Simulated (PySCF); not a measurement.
PySCF 2.14.0, TPSSH/def2-tzvp, df: Cd(F)(fmdH) ([F][Cd]1[NH]C=[NH]->1), 8 atoms. The geometry is a generated start, not checked to be a minimum at this level.

```yaml
task: energy
method: tpssh
basis: def2-tzvp
two_electron_scheme: density fitting
mol.max_memory: 3000 MB
mf.max_cycle: 100
mf.init_guess: minao (default)
mf.DIIS: CDIIS (default)
mf.conv_tol: 1e-09 (default)
mf.grids.level: 3 (default)
effective_core_potentials: those of the basis set, past Kr
basis_functions: 182
grid_points: 108000
```

```xyz
8

Cd    -0.3012     1.1221    -1.0566
F     -0.9576     2.4163    -2.3397
C      0.2233    -0.6496     0.6222
N      0.2690    -0.9042    -0.6575
N     -0.0969     0.5590     0.9992
H      0.4532    -1.4250     1.3581
H      0.5247    -1.8463    -0.9217
H     -0.1146     0.7277     1.9961
```

Charge 0 and multiplicity 1 are set for this test and not shown to be the ground state.

One run each on 2 threads, 1 BLAS thread. Values of diis_space tried: 3, 5, 8 (default), 12, 20.

**Question.** Which value of diis_space needs the fewest Fock builds, and what happens away from it?

**Answer.** Fewest Fock builds, within one of each other: 8 (default) with 17, 12 with 16, 20 with 16. The count rises to 30 at 3. All converge to one solution.

```json
[
 {"diis_space": "3", "Fock builds": "30", "end": "same solution"},
 {"diis_space": "5", "Fock builds": "18", "end": "same solution"},
 {"diis_space": "8 (default)", "Fock builds": "17", "end": "same solution"},
 {"diis_space": "12", "Fock builds": "16", "end": "same solution"},
 {"diis_space": "20", "Fock builds": "16", "end": "same solution"}
]
```
